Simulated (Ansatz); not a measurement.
# How far to go with the k-point mesh at a smearing width of 0.02 eV: Au (P-1, 2 atoms in the cell)

```yaml
crystal:
  lattice:
    - [2.82957, 0.00000, 0.00000]
    - [-0.01302, 2.83428, 0.00000]
    - [-1.14359, -1.19134, 4.94864]
  atoms:
    - { symbol: Au, position: [0.33124, 0.33829, 0.73604] }
    - { symbol: Au, position: [0.67286, 0.66596, 0.27406] }
```

Level of theory: LDA (PW92), default PAW files made with PBE (plane waves; Ansatz, a quantum-chemistry and plane-wave program).

Base settings: basis.ecutwfc = 420 eV; kpoints.mp_grid.grid = 12 12 7; hamiltonian.xc = lda; hamiltonian.pseudopotentials = {kind: paw} (the program's default PAW files); scf.occupations.method = gaussian; scf.occupations.width = 0.1 eV.

In this ladder: scf.occupations.width = 0.02 eV.

Only quantities that move along the ladder and can be compared are tabulated.

The count of work is k-points × plane waves × bands × iterations; it is no time. Core times come from one kind of shared machine, to one figure; runs under 30 s give none.

The starting cell comes from a database of computed structures (which also holds hypothetical and non-ambient phases and stackings), without a prior relaxation at this level. Its lattice was rescaled by up to half a per cent. One atom was moved a little off its site on purpose. In the base run, with a pressure of about -13 GPa the cell is away from its equilibrium volume at this level. Ansatz's pressure includes its estimate of the finite-basis (Pulay) stress.

Steps (kpoints.mp_grid.grid): 4 4 3; 5 5 3; 6 6 4; 7 7 4; 9 9 5; 11 11 6; 13 13 7; 16 16 9; 19 19 11; 23 23 13.

Task: What is the coarsest kpoints.mp_grid.grid that holds the forces within 0.02 eV/Å of the last step, with all finer ones?

Result: 7 7 4, at 0.029 of the last step's count of work; the step before is off by 0.028 eV/Å.

Task: What is the coarsest kpoints.mp_grid.grid that holds the free energy within 2 meV/atom of the last step, with all finer ones?

Result: 13 13 7, at 0.17 of the last step's count of work; the step before is off by 3.1 meV/atom.

Task: What is the coarsest kpoints.mp_grid.grid that holds the pressure within 0.1 GPa of the last step, with all finer ones?

Result: 11 11 6, at 0.11 of the last step's count of work; the step before is off by 0.19 GPa.

| kpoints.mp_grid.grid | free energy less the last step's (meV/atom) | pressure (GPa) | largest difference of a force vector from the last step's (eV/Å) | count of work / last | core time / last (rough) |
|---|---|---|---|---|---|
| 4 4 3 | 16.53 | -14.34 | 0.225 | 0.0088 | – |
| 5 5 3 | 38.52 | -12.50 | 0.069 | 0.011 | – |
| 6 6 4 | -32.37 | -14.13 | 0.028 | 0.022 | – |
| 7 7 4 | 18.74 | -12.76 | 0.011 | 0.029 | – |
| 9 9 5 | 6.81 | -13.11 | 0.004 | 0.059 | – |
| 11 11 6 | 3.05 | -13.35 | 0.013 | 0.11 | – |
| 13 13 7 | -0.36 | -13.38 | 0.002 | 0.17 | – |
| 16 16 9 | -0.31 | -13.23 | 0.002 | 0.34 | 0.3 |
| 19 19 11 | -0.17 | -13.29 | 0.001 | 0.58 | 0.3 |
| 23 23 13 | 0.00 | -13.30 | 0.000 | 1.0 | 1 |

Keys are those of Ansatz 0.2.
